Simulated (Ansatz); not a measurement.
**Pressure series in SnO2**

Start from SnO2 in the rutile structure (space group P4_2/mnm, No. 136; a = 4.760 Å, c = 3.201 Å).

Cell and atoms are relaxed at each pressure.

Level of theory: Ansatz (an electronic-structure program), r2SCAN, PAW, cutoff 500 eV, spin-orbit coupling left out.

Candidates:
(a) pressure 1.8 GPa
(b) pressure 18 GPa
(c) pressure −2 GPa
(d) pressure 30 GPa
(e) pressure 4.2 GPa

Base values:

| Quantity | Result |
|---|---|
| Band gap | 1.77 eV |

Task: Order them by band gap, lowest first.

Result: (c) pressure −2 GPa (1.66 eV), (a) pressure 1.8 GPa (1.86 eV), (e) pressure 4.2 GPa (1.99 eV), (b) pressure 18 GPa (2.63 eV), (d) pressure 30 GPa (3.12 eV)

Load acts through the strain it causes; cell and atoms are relaxed under it. No phonon test of stability was made. Competing high-pressure phases were not computed.
